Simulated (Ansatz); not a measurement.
## F on the 1x1 (110) surface of 3C silicon carbide (cut with top plane C + Si), one in a 1x1 cell, started at the site 'hollow Si'

Host crystal: 3C silicon carbide, with a band gap (PBE, scalar-relativistic without spin-orbit coupling).

Method: PBE (plane waves to 420 eV, PAW; Ansatz, an electronic-structure program).

Slab: 13 atoms, 7.7 Å thick at the start under the adsorbate (thin: gaps and levels are the slab's own); k 6x6x1, smearing 0.01 eV, dipole-corrected; 6 atoms held, the rest relaxed; start symmetry kept, larger cells not searched; spin-polarised, ending with about 1.0 μB a cell; orders that need a larger cell were not tried, no spin-orbit, no U, no dispersion correction. At the end it is bonded to Si. In PBE it is, or lies within 0.03 eV of, the lowest of the starts that converged.

```
Quantity                                                                                                                                          Value
--------------------------------------------------------------------------------------  ---------------------------------------------------------------
adsorption energy against ½ F2(g)                                                                                                              -4.32 eV
gap of the slab on its k-mesh                                                                                                                   0.34 eV
highest filled level below the top vacuum level                                                                                                 6.59 eV
change of the step from the bottom to the top vacuum level, against the clean slab                                                              1.08 eV
energy released by relaxation                                                                                                                   3.65 eV
height of the binding atom over the mean of the host atoms within 0.3 Å of the top one                                                          1.407 Å
magnetic moment of the cell                                                                                                                     1.00 μB
nearest host atoms of the binding atom                                                                           Si at 1.61 Å, C at 2.85 Å, C at 2.88 Å
largest move of a host atom                                                                                                                      0.35 Å
note                                                                                    in the relaxation the adsorbate left its starting site by 2.0 Å
cost                                                                                                             about 11 core-minutes (a rough figure)
```

A negative adsorption energy means that the adsorbate is more stable on the surface than in its reference.
